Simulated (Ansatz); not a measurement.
Take ZnSe in the zinc blende structure (space group F-43m, No. 216; a = 5.634 Å) as the base.

It is then changed as follows: full substitution Se → S; the structure is relaxed again.

Levels (all Ansatz, a program for electronic structure, PAW): PBEsol (420 eV, spin-orbit coupling left out); PBEsol+SOC (420 eV, noncollinear with spin-orbit coupling).

The geometry is relaxed with PBEsol.

| Item | Value |
|---|---|
| PBEsol lowest conduction level above the VBM at special points | Γ 2.09 eV; X 3.17 eV; L 3.24 eV; U 3.95 eV |
| PBEsol valence-band top at Γ | 0.00, 0.00, 0.00 eV |
| PBEsol electron mass | 0.17 mₑ (at Γ) |

Q: Predict the lowest conduction level above the VBM at special points, valence-band top at Γ and electron mass from PBEsol+SOC.

A: The lowest conduction level above the VBM at special points becomes Γ 2.07 eV; X 3.15 eV; L 3.22 eV; U 3.93 eV (PBEsol: Γ 2.09 eV; X 3.17 eV; L 3.24 eV; U 3.95 eV); the valence-band top at Γ (three highest Kramers pairs, from the VBM) becomes 0.00, 0.00, -0.06 eV (PBEsol: 0.00, 0.00, 0.00 eV); the electron mass remains 0.17 mₑ (at Γ). The threefold valence maximum splits by Δso ≈ 0.06 eV.

Single points use the geometry relaxed with PBEsol. Differences between runs with and without spin-orbit coupling are approximate. The levels and masses belong to the bands next to the band gap. Masses are band curvatures over ±0.01 Å⁻¹ around the edge. Stability against distortions was not tested.
